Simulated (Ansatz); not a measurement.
This concerns the formation energy of CdSe (zinc blende, F-43m) from the elements. Reaction: Se (P3₁21) + Cd (hcp) → CdSe (zinc blende). A negative value means that the right-hand side lies lower. The value is per atom of the solid.

CdSe (zinc blende, F-43m), 2 atoms in the cell, k-point mesh 10×10×10 on the run's own vectors.
```yaml
crystal:
  lattice:
    - [0.00000, 3.05583, 3.05583]
    - [3.05583, 0.00000, 3.05583]
    - [3.05583, 3.05583, 0.00000]
  atoms:
    - { symbol: Cd, position: [0.00000, 0.00000, 0.00000] }
    - { symbol: Se, position: [0.75000, 0.75000, 0.75000] }
```

Se (P3₁21), 3 atoms in the cell, k-point mesh 12×12×8 on the run's own vectors. Conventional cell: a = b = 4.066 Å, c = 5.131 Å, α = β = 90.00°, γ = 120.00°.

Cd (hcp, P6₃/mmc), 2 atoms in the cell, k-point mesh 24×24×10 on the run's own vectors. Conventional cell: a = b = 2.9836 Å, c = 5.5369 Å, α = β = 90.00°, γ = 120.00°.

All numbers come from Ansatz (a first-principles code), plane waves with PAW, its default PAW set, cutoff 420 eV, 500 eV for r2SCAN. The structures are at rest with PBE+D3(BJ); other levels are single points on them. HSE06 runs on coarser k-point meshes, mended by the PBE difference between the two meshes. Some cells are metallic or hold partly filled levels, where a hybrid on a coarse mesh is less sure. Neutral cells; Fermi-Dirac smearing of at most 0.10 eV in the solids, energies taken to zero width. The lattices are those relaxed with PBE+D3(BJ), so at other levels the solids can be strained, which adds to the spread. A dispersion term (D3(BJ), or D4 for r2SCAN) was computed beside these levels and is taken off wherever the name lacks it. The PAW files were made for PBE and serve at the other functionals too. Space groups of crystals are read within 0.01 Å. Static lattices, no vibrational contributions.

### Question
What value does r2SCAN+D4 give?

### Answer
-0.76 eV/atom, for Se (P3₁21) + Cd (hcp) → CdSe (zinc blende).

### Question
List the value at the remaining levels and say how far they part.

### Answer
```csv
Level,value (eV/atom),less r2SCAN+D4
PBE,-0.65,0.11
r2SCAN,-0.79,-0.03
HSE06,-0.80,-0.04
```

The levels shown span 0.15 eV/atom, from HSE06 (-0.80) to PBE (-0.65).
